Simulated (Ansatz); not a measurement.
HoPd3 (Pm-3m, No. 221), treated with PBEsol (Ansatz, a first-principles code, plane waves, PAW).

Numerical settings: plane-wave cutoff 500 eV, 14×14×14 k mesh, Fermi–Dirac smearing 0.1 eV, spin-polarised start, scalar-relativistic PAW data made under PBE.

Computed at the level's own relaxed cell.

Problem. Predict the volume per atom and equilibrium lattice constant a.

Solution. 
volume per atom: 16.58 Å³/atom
equilibrium lattice constant a: 4.048 Å

The run finds no gap.

Note: the magnetic order was assumed, not searched for or taken from measurement; the 4f shell is treated without U or exact exchange, so its levels and filling can be wrong.

Spin–orbit coupling is not included.

Computed values are for the static lattice.
